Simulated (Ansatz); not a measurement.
The parent structure is SiC in the wurtzite structure (space group P6_3mc, No. 186; a = 3.0919 Å, c = 5.0742 Å).

Levels (all Ansatz, a program for electronic structure, PAW, earlier PAW set): PBE (420 eV, no spin-orbit coupling); PBE+SOC (420 eV, with spin-orbit coupling).

The geometry is relaxed with PBE.

| Item | Value |
|---|---|
| PBE valence-band top at Γ | 0.00, 0.00, -0.11 eV |
| PBE lowest conduction level above the VBM at special points | K 2.31 eV; M 2.76 eV; L 3.25 eV; Γ 4.67 eV |
| PBE smallest direct gap | 3.95 eV |
| PBE gap character | indirect, Γ → K |

**Question.** What does PBE+SOC give at this geometry for the valence-band top at Γ, lowest conduction level above the VBM at special points, smallest direct gap and gap character?

**Answer.** The valence-band top at Γ (three highest Kramers pairs, from the VBM) becomes 0.00, -0.01, -0.11 eV (PBE: 0.00, 0.00, -0.11 eV); the lowest conduction level above the VBM at special points goes from K 2.31 eV; M 2.76 eV; L 3.25 eV; Γ 4.67 eV to K 2.30 eV; M 2.75 eV; L 3.25 eV; Γ 4.66 eV; the smallest direct gap is still 3.95 eV; the gap character is still indirect, Γ → K.

Single points use the geometry relaxed with PBE. Differences between runs with and without spin-orbit coupling are approximate. No phonon test of stability was made.
